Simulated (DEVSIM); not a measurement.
Device: abrupt Si n-p junction, at 300 K.

```
layer (left to right)  material  thickness (μm)  Nd (cm⁻³)  Na (cm⁻³)   τn (s)   τp (s)
---------------------  --------  --------------  ---------  ---------  -------  -------
1                            Si           0.160     4.2e15          -  0.00012  0.00012
2                            Si            3.60          -     1.1e17  0.00012  0.00012
```

Left contact: ohmic. Right contact: ohmic. Voltage is applied to the left contact. Recombination: SRH at mid-gap, radiative. Mobility is constant in doping.

Constants are typed, rounded textbook-type inputs, not results; the design itself was drawn at random and stands for no fabricated device. Values at 300 K; Nc and Nv go as T^1.5, mobilities as T to minus their exponent, the gap by Varshni's rule with the affinity fixed.

```
parameter               Si
----------------  --------
gap (eV)             1.124
affinity (eV)         4.05
permittivity          11.7
Nc (cm⁻³)          2.86e19
Nv (cm⁻³)           3.1e19
μn (cm²/Vs)           1417
μp (cm²/Vs)            470
T exponent of μn       2.3
T exponent of μp       2.2
B (cm³/s)          4.7e-15
Varshni α (eV/K)  0.000473
Varshni β (K)          636
```

Model (solved in DEVSIM): 1D drift-diffusion, Boltzmann statistics, complete ionisation; no tunnelling, impact ionisation, image-force lowering or self-heating.

The temperature was swept, all else fixed.

| temperature (K) | potential step across the device at zero bias (V) | dark forward voltage at 100 A/cm² (V) | largest field in the device at zero bias (V/cm) |
|---|---|---|---|
| 250 | 0.836 | 0.705 | 51000 |
| 300 | 0.750 | 0.598 | 47000 |
| 350 | 0.660 | ___ | ___ |
| 400 | 0.568 | 0.381 | 38000 |
| 450 | 0.473 | 0.270 | 34000 |
| 500 | 0.376 | 0.159 | 31000 |

Problem. Complete the blanks.

Solution. 
- 350, dark forward voltage at 100 A/cm² (V): 0.491
- 350, largest field in the device at zero bias (V/cm): 42000
